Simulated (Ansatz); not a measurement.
System: AlB2-type ErB2. Method: r²SCAN-D4 (Ansatz, a first-principles code, PAW).

Numerical settings: plane-wave cutoff 500 eV, 18×18×10 k mesh (along the axes of the cell as run), Fermi–Dirac smearing 0.05 eV, spin-polarised start, scalar-relativistic PAW data made under PBE.

Computed at the level's own relaxed cell.

Task: What does this level give for the volume per atom, equilibrium lattice constant a and c axis length?

Result: 
* **volume per atom**: 11.50 Å³/atom
* **equilibrium lattice constant a**: 3.250 Å
* **c axis length**: 3.770 Å

Note: the magnetic order was assumed, not searched for or taken from measurement; the 4f shell is treated without U or exact exchange, so its levels and filling can be wrong.

Spin–orbit coupling is not included.

Static lattice: no zero-point or thermal effects.

It cost roughly 11 core-minutes of CPU time.
